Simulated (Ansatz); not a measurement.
Here is the system:

```
InAs
1.0
    0.00000     3.05478     2.99369
    3.05478     0.00000     2.99369
    3.05478     3.05478     0.00000
In As
1 1
Direct
  0.00000   0.00000   0.00000
  0.25000   0.25000   0.25000
```

No spin polarisation.

All numbers come from r2SCAN (Ansatz, an electronic-structure program; PAW; 500 eV plane waves; without spin-orbit coupling). k-mesh 9×9×9 (Γ-centred); smearing 0.05 eV (Fermi–Dirac).

Question: Predict the pressure and gap character.

Answer: The pressure (mean of the normal stresses, compression positive) is 1.20 GPa and the gap character is direct at Γ.

The cells carry an imposed strain or load. Whether these cells are dynamically stable was not tested. The cell was made from InAs in the zinc blende structure (space group F-43m, No. 216) by this change: uniaxial strain ε_zz = −2.00 %. A zero or small gap of InAs can be the functional's error rather than a property of the material.
